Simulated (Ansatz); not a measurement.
Start from Ta in the bcc (W type) structure (space group Im-3m, No. 229; a = 3.306 Å; relaxed with 0.1 eV smearing).

Level of theory: r2SCAN (Ansatz, an electronic-structure program), scalar-relativistic without spin-orbit coupling.

Base values:

- Pressure: 0.0 GPa

It is then changed as follows: every lattice vector is shortened by 2.00 %, atoms relaxed at fixed cell.

### Question
Predict the new energy relative to the base.

### Answer
The energy rises by 43 meV/atom.

### Question
What does the calculation give for the pressure after the change?

### Answer
The pressure goes from zero to 13.6 GPa.

The cells carry an imposed strain or load. Whether these cells are dynamically stable was not tested. All final runs are without spin polarisation.
